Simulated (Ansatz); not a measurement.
Consider TiC in the rock salt structure (space group Fm-3m, No. 225; a = 4.328 Å).

The values are results of r2SCAN (Ansatz, a quantum-chemistry and plane-wave program; PAW; 500 eV plane waves; no spin-orbit coupling), not measurements.

Base values:

```
Quantity    Value
--------  -------
Pressure  0.0 GPa
Band gap     zero
```

One thing is altered: the cell is scaled by 1.0597 in all directions; the atoms relax in the strained cell.

Question: Estimate the effect on the pressure, energy relative to the base and band gap.

Answer: The pressure goes from zero to -32.2 GPa; the energy increases by 0.224 eV/atom; the band gap stays zero.

No phonon test of stability was made. All final runs are without spin polarisation.
